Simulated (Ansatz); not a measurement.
Defect: interstitial Li in wurtzite ZnO, charge state +1. All values below come from HSE06, atoms relaxed with HSE06 at the PBE lattice, PAW (plane waves to 420 eV; Ansatz, a program for electronic structure).

72-site cell at the relaxed PBE lattice, a 2×2×2 k-point mesh shifted by half a step along c, smearing 0.01 eV, spin-restricted, no finite-size correction. No zero-point or tunnelling terms. The charge state is imposed; whether it is stable for some Fermi level was not computed. Sites that were not tried may lie lower.

The step: one Li atom jumps by itself; the atom moves 2.64 Å along (0.00, 0.00, 0.50) of the unit cell; the moving atom starts with neighbours 3 O at 1.91; 3 Zn at 2.45, 3 Zn at 2.46 Å and ends with 3 O at 1.91; 3 Zn at 2.45, 3 Zn at 2.46 Å.

Q: What migration barrier of this step does HSE06, atoms relaxed with HSE06 at the PBE lattice, PAW give?

A: 0.71 eV, the same both ways. At the saddle the moving atom has neighbours 2 O at 1.89, O at 1.90; 3 Zn at 2.17 Å. The saddle point's order was not checked, and it lies on a symmetry element of the cell, where a band can be held.
